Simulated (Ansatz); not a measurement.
Amorphous Si24O51La2, 77 atoms at 2.52 g/cm³, one PBE-relaxed geometry, zone centre. Methods: PBE, scalar-relativistic without spin-orbit coupling (Ansatz, a first-principles code); r2SCAN, scalar-relativistic without spin-orbit coupling (Ansatz); HSE06, scalar-relativistic without spin-orbit coupling (Ansatz). Plane waves to 420 eV (r2SCAN 500 eV); exact exchange is cut at the cell's faces. At PBE the levels at the filled edge of the gap are localised (band-tail or defect states), and the nearest spread-out levels lie 5.0 eV apart at the zone centre. The higher rungs were started with moments on some atoms, which died out.

A CHGNet melt-quench gave the starting glass, which DFT then relaxed. O atoms were pushed apart under 1.9 Å during the dynamics, to hinder bonds among them. The hot cell started wider than the set density and was brought back towards it in steps. It is the lowest in DFT energy of 2 quenches. It is a model cell: composition and starting density were chosen by hand, and all elements were melted together. No dispersion term was used. Its density started from a set value of 2.51 and ended at 2.52 g/cm³. The quench (nominally 320 K/ps over its main leg) was far faster than any real one, so the model tends to hold more defects than a real film. A cell of this size samples the disorder only roughly. Volume and shape were free in the relaxation.

The relaxation ran on the zone centre alone. At PBE the level gap is 2.19 eV on a 2×2×2 Γ-centred mesh, and the spacing at the zone centre alone 2.18 eV.

Question: What zone-centre spacing does r2SCAN give, roughly?

Answer: 2.72 eV (+0.54 eV against PBE).

Question: What zone-centre spacing does HSE06 give, roughly?

Answer: 3.80 eV (+1.62 eV against PBE).

The highest filled and the lowest empty state spread over these numbers of atoms (participation numbers): PBE: 1.4 and 33.0; r2SCAN: 1.4 and 33.1; HSE06: 1.4 and 47.7.
